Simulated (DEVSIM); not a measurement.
**illuminated Si n-on-p cell, one wavelength**

System: illuminated Si n-on-p cell, one wavelength, at 300 K.

```csv
layer (left to right),material,thickness (μm),Nd (cm⁻³),Na (cm⁻³),τn (s),τp (s),absorption coefficient (cm⁻¹)
1,Si,0.860,8.9e18,-,7.3e-9,1.1e-7,2500
2,Si,190,-,1.7e16,3.3e-7,3.3e-7,2500
```

Left contact: ohmic, minority hole recombination velocity 100 cm/s. Right contact: ohmic, minority electron recombination velocity 3000 cm/s. Voltage is applied to the left contact. Recombination: SRH at mid-gap, radiative, Auger. Light enters at the left, 1.4e16 photons cm⁻² s⁻¹, one pass, no reflection. Mobility is μmin + (μ − μmin)/(1 + (N/Nref)^α).

This is a model device: material constants are rounded textbook-type values typed into the input, and sizes, dopings and lifetimes were drawn at random. Values at 300 K.

```tsv
parameter	Si
gap (eV)	1.124
affinity (eV)	4.05
permittivity	11.7
Nc (cm⁻³)	2.86e19
Nv (cm⁻³)	3.1e19
μn (cm²/Vs)	1417
μp (cm²/Vs)	470
μn,min	52
μp,min	45
Nref,n	9.7e16
Nref,p	2.2e17
αn	0.68
αp	0.72
B (cm³/s)	4.7e-15
Cn (cm⁶/s)	2.8e-31
Cp (cm⁶/s)	9.9e-32
```

DEVSIM, 1D drift-diffusion, Boltzmann statistics, complete ionisation; no tunnelling, impact ionisation, image-force lowering or self-heating.

Potential step across the device at zero bias: 0.900 V
Largest field in the device at zero bias: 170000 V/cm
Dark forward voltage at 1 A/cm²: 0.671 V
Dark forward voltage at 100 A/cm²: 1.356 V
Short-circuit current: 2.03 mA/cm²
Open-circuit voltage: 0.492 V
Fill factor: 0.79
Largest power: 0.791 mW/cm²
Share of generated pairs collected at short circuit: 0.904

Dark reverse current:

| V (V) | J (A/cm²) |
|---|---|
| 0.04 | 3.9e-9 |
| 0.10 | 7.8e-9 |
| 0.20 | 1.3e-8 |
| 0.30 | 1.8e-8 |
| 0.40 | 2.2e-8 |
| 0.60 | 3.0e-8 |
| 0.80 | 3.7e-8 |
| 1.00 | 4.3e-8 |
| 1.30 | 5.2e-8 |
| 1.60 | 6.0e-8 |
| 2.00 | 7.0e-8 |

Current under light (generator sign):

```csv
V (V),J (mA/cm²)
0.00,2.03
0.06,2.03
0.12,2.03
0.20,2.03
0.26,2.02
0.34,2.01
0.36,2.01
0.38,1.99
0.40,1.95
0.42,1.88
0.44,1.73
0.46,1.41
0.48,0.742
0.50,-0.690
```
